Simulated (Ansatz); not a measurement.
Formation energy of the bound charge states of Se_Si in silicon (start: the Si site; 64-site cell, 2×2×2 shifted sampling) against the Fermi level, host crystal and elements as references (Δμ(Si) = 0.00 eV, Δμ(Se) = 0.00 eV; Se taken from its element, since no compound that bounds it was computed at this level; only phases computed here count, gases as isolated molecules at 0 K). These are PBE, PAW (plane waves to 420 eV; Ansatz, a first-principles code) values and carry that method's errors.

Cell and caveats: 64-site cell; 2×2×2 shifted k-points; host gap 0.61 eV; charged states image-corrected; not converged in cell size.

Left out: charge +2 (level within 0.1 eV of a band edge or past it); charge −1 (carrier in host band states).

| E_F − E_VBM (eV) | q = +1 | q = 0 |
|---|---|---|
| 0.00 | 0.82 | 1.20 |
| 0.08 | 0.89 | 1.20 |
| 0.15 | 0.97 | 1.20 |
| 0.23 | 1.04 | 1.20 |
| 0.30 | 1.12 | 1.20 |
| 0.38 | 1.20 | 1.20 |
| 0.46 | 1.27 | 1.20 |
| 0.53 | 1.35 | 1.20 |
| 0.61 | 1.42 | 1.20 |

Crossings of the lowest lines: (+1/0) at 0.38 eV.
